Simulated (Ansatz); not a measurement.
**TiTe2, pressure series**

Start from TiTe2 in the CdI2 type structure (space group P-3m1, No. 164; a = 3.697 Å, c = 6.384 Å; layered, stacked along the Cartesian z axis).

Cell and atoms are relaxed at each pressure.

Level of theory: PBE-D3(BJ) (Ansatz, a program for electronic structure, PAW, spin-orbit coupling left out).

Notes on the quantities. enthalpy: H = E + PV relative to the base's energy.

```tsv
case	density	shortest interatomic distance	enthalpy
base	6.66 g/cm³	5.193 bohr	–
pressure −2 GPa	6.24 g/cm³	5.235 bohr	-0.32 eV/atom
pressure −1 GPa	6.48 g/cm³	5.213 bohr	-0.16 eV/atom
pressure 0.3 GPa	6.71 g/cm³	5.187 bohr	+0.05 eV/atom
pressure 0.7 GPa	6.77 g/cm³	5.180 bohr	+0.11 eV/atom
pressure 1.5 GPa	6.88 g/cm³	5.167 bohr	+0.23 eV/atom
pressure 3 GPa	7.07 g/cm³	5.143 bohr	+0.46 eV/atom
pressure 5 GPa	7.29 g/cm³	5.114 bohr	+0.75 eV/atom
pressure 7.5 GPa	7.53 g/cm³	5.083 bohr	+1.10 eV/atom
pressure 10 GPa	7.75 g/cm³	5.054 bohr	+1.44 eV/atom
```

Load acts through the strain it causes; cell and atoms are relaxed under it. Whether these cells are dynamically stable was not tested. No other phases were tried under pressure. All final runs are without spin polarisation.
